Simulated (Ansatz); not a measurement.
C (model structure, P1, No. 1, 8 atoms in the cell)

These are r²SCAN (PAW; Ansatz, a program for electronic structure) values and carry that method's errors.

Settings: plane-wave cutoff 560 eV, 18×16×12 k mesh (along the axes of the cell as run), Fermi–Dirac smearing 0.05 eV, scalar-relativistic PAW data made under PBE.

Cell (relaxed with PBE-D3(BJ)):

```
CELL_PARAMETERS angstrom
      4.27681     0.94682    -0.45101
      2.56034     4.31242    -0.02307
     -0.22526     0.17786     4.82420
ATOMIC_POSITIONS crystal
  C  0.69642 0.26567 0.70999
  C  0.44171 0.08810 0.37072
  C  0.62919 0.57578 0.77575
  C  0.61771 0.83854 0.89490
  C  0.99035 0.43153 0.34448
  C  0.68800 0.81694 0.20316
  C  0.61539 0.03767 0.68609
  C  0.79832 0.41054 0.54098
```

```yaml
band_gap: 0.05 eV (under three smearing widths, so not firm)
direct gap at Γ: 1.18 eV
```

Note: the relaxation could raise the start's symmetry but not lower it, so the cell can be a saddle point; cell and atoms aren't relaxed at this level (largest force component 0.30 eV/Å, pressure -1.9 GPa).

Computed values are for the static lattice.

It cost around 13 core-minutes (rough) of CPU time.

A model structure was made by putting elements into a prototype or built by hand; it is no filed structure, need not be a known phase, and can be a saddle point held by its symmetry.
